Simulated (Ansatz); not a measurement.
Defect migration in chalcopyrite CuGaSe2: Cu vacancy, charge state -1. The step: a nearby Cu atom hops onto the vacant site; the atom moves 3.82 Å along (0.00, -0.48, -0.24) of the unit cell; the moving atom starts with neighbours Se at 2.42, Se at 2.43, 2 Se at 2.46 Å and ends with Se at 2.40, 2 Se at 2.45, Se at 2.46 Å. A PBE band in Ansatz (plane-wave PAW, one k-point at (0.250, 0.250, 0.250), 64 host sites, 22 SCF runs with any check of the saddle's order, static, no finite-size correction) gives a forward barrier of 0.99 eV. The saddle point's order was not checked. The charge state is imposed; whether it is stable for some Fermi level was not computed. Forms of the defect that were not tried may lie lower.

Single points at the band's start and saddle point can refine it. Rough cost of one point, in units of the band's mean SCF on the same machine:

| Level | Cost of one point |
|---|---|
| PBE, a 2×2×2 k-point mesh shifted by half a step | about 5 |
| r2SCAN at 500 eV, one k-point at (0.250, 0.250, 0.250) | about 2 |

Question: Which of these move the barrier by more than 0.1 eV, and how far does each move it?

Answer: Not one does. PBE, a 2×2×2 k-point mesh shifted by half a step: -0.01 eV; r2SCAN at 500 eV, one k-point at (0.250, 0.250, 0.250): +0.05 eV. Each functional is compared with PBE at the same k-points.

Ansatz is a first-principles code.
